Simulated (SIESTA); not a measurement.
# Relaxation of cell and atoms of K2WO4 (C2/m, 14 atoms in the cell) at several settings

```xyz
14
Lattice="6.2669 -3.0879 0.0000 6.2669 3.0879 0.0000 -3.3477 0.0000 6.8760" Properties=species:S:1:pos:R:3 pbc="T T T"
O      2.9492     0.0000     2.5923
O      6.2368     0.0000     4.2838
W      1.4381     0.0000     1.5643
W      7.7479     0.0000     5.3117
O     -0.1222     0.0000     2.4135
O      9.3082     0.0000     4.4626
O      7.7864    -1.6119     0.5088
O      1.3996    -1.6119     6.3672
O      1.3996     1.6119     6.3672
O      7.7864     1.6119     0.5088
K      9.7365     0.0000     1.7809
K     -0.5505     0.0000     5.0951
K      5.6055     0.0000     1.6159
K      3.5805     0.0000     5.2602
```

Base: LDA PW92, numerical atomic orbitals DZP, PseudoDojo LDA standard norm-conserving potentials (rewritten from UPF to PSML) in SIESTA 5.4.2. Its settings: XC.functional = LDA; XC.authors = PW92; potentials = PseudoDojo LDA standard; PAO.BasisSize = DZP; PAO.EnergyShift = 0.01 Ry; MeshCutoff = 300 Ry; kgrid.MonkhorstPack = 5 5 4; OccupationFunction = FD; ElectronicTemperature = 0.1 eV; MaxSCFIterations = 150; SCF.Mixer.Method = Pulay; SCF.Mixer.Weight = 0.2; SCF.Mixer.History = 8; SCF.DM.Tolerance = 1.0E-05. Starting volume 19.01 Å³ per atom.

Each line gives the change from the base single point and the result:

- MeshCutoff: 300 Ry → 180 Ry; MD.TypeOfRun: default → Broyden; MD.Steps: default → 40; MD.MaxForceTol: default → 0.02 eV/Ang; MD.VariableCell: default → true; MD.MaxStressTol: default → 0.05 GPa: pressure -0.01 GPa; largest force (vector length) 0.020 eV/Å; final cell a = b = 6.666 Å, c = 7.335 Å, α = β = 111.72°, γ = 52.02°; final volume per atom 16.72 Å³; relaxation steps 24; free energy against the base single point -44.9 meV/atom.
- MeshCutoff: 300 Ry → 420 Ry; MD.TypeOfRun: default → Broyden; MD.Steps: default → 40; MD.MaxForceTol: default → 0.02 eV/Ang; MD.VariableCell: default → true; MD.MaxStressTol: default → 0.05 GPa: pressure 0.01 GPa; largest force (vector length) 0.015 eV/Å; final cell a = 6.6658 Å, b = 6.6658 Å, c = 7.3353 Å, α = 111.78°, β = 111.78°, γ = 51.98°; final volume per atom 16.71 Å³; relaxation steps 16; free energy against the base single point -44.9 meV/atom.

The starting cell comes from a database of published, mostly measured structures (it also holds non-ambient and calculated ones), without a prior relaxation at this level. Its lattice was rescaled by a random factor within 2.5 % of one. Values carry the incompleteness of an atom-centred basis. In the base run, forces exceed 1 eV/Å.

Left out of this page: 1 run of the series held back from this collection.
